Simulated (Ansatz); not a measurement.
The starting structures come from a database of crystals and need not be the phases stable at ambient conditions.

 Where the default PAW files enter, the runs use the earlier of Ansatz's two default sets.

By LDA and PBEsol, the system below comes out a metal.

Consider the following.

```
InSb
1.0
    3.16079     0.00000     0.00000
   -1.58039     4.24824     0.00000
    1.58039     0.21616     4.24274
In Sb
1 1
Direct
  0.90234   0.50000   0.50000
  0.84849   0.00000   0.00000
```

Space group of this cell: Imm2. The cell is taken as given; by PBEsol its mean pressure is -3.0 GPa.

The current runs along the normal of the first two printed vectors. All runs by Ansatz (an electronic-structure program), plane waves and PAW, without spin-orbit coupling; the base is PBEsol.

| run | mean pressure (GPa) | G/A, both spins (10¹⁵ S/m²) |
|---|---|---|
| base | -3.0 | 0.74 |
| all lengths scaled by 0.98 | -0.2 | 0.78 |
| all lengths scaled by 1.02 | -5.0 | 0.73 |
| lda in place of pbesol | -4.3 | 0.74 |
| lengths across the current scaled by 0.98, ions clamped | -1.1 | 0.78 |
| lengths across the current scaled by 1.02, ions clamped | -4.5 | 0.72 |
| lengths along the current scaled by 0.97, ions clamped | -1.7 | 0.74 |
| lengths along the current scaled by 1.03, ions clamped | -4.0 | ? |

Problem. What belongs in the gaps?

Solution. 
- lengths along the current scaled by 1.03, ions clamped, G/A, both spins (10¹⁵ S/m²): 0.76
